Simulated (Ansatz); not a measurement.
## GaN: energy against strain

GaN (zinc blende, F-43m, 11.055 Å³/atom at rest) under an equal strain ε in the (001) plane with the normal axis free, as in a coherent film. LDA in Ansatz, a plane-wave DFT program (PAW, default set), 420 eV, 13×13×13 Γ-centred mesh, Fermi-Dirac smearing 0.05 eV; ions are relaxed within the symmetry of each cell.

Here s stands for strain and y for E less E0.

| strain (%) | E less E0 (meV/atom) |
|---|---|
| -3.00 | ? |
| -1.50 | 4.39 |
| -1.00 | 1.92 |
| -0.50 | 0.45 |
| 0.00 | 0.00 |
| 0.50 | 0.44 |
| 1.00 | 1.82 |
| 1.50 | 4.08 |

Taking a parabola for y over the 7 complete rows: Least squares gives y = -0.018 - 0.0814·s + 1.8895·s². Residuals (row less fit): 0.035, -0.033, -0.045, 0.018, 0.026, 0.030, -0.031; standard error 0.042 (degrees of freedom: 4). Twice the quadratic coefficient over the volume, 2 × 1.8895 meV × 10⁴ × 0.1602 / 11.055 Å³, is twice the biaxial elastic modulus of this plane = 548 ± 5 GPa.

**Question.** Estimate the missing y (s = -3.00); what did the run itself give?

**Answer.** y = -0.018 - 0.0814 × (-3.0) + 1.8895 × (-3.0)² = 17.232 meV/atom. The calculation gives 18.26 meV/atom, 1.028 meV/atom above the prediction (5.6 % of the range of y in the table). The row lies outside the fitted rows, so this is an extrapolation. From the scatter of the fitted rows alone, a prediction at this place has a standard error of 0.162 meV/atom, so the miss is 6.3 times that.

One order more, fitted to all 13 runs of the series, follows each within 0.03, so the miss is the next term of a smooth law. GaN is here a metastable form; wurtzite is the usual one. Rows are the converged runs of the series near zero and its far end; series whose fitted rows scatter by over a few per cent of the range, as at a crossing or softening among them, aren't shown in this form. Most that stay on the fit to the last digits aren't either.
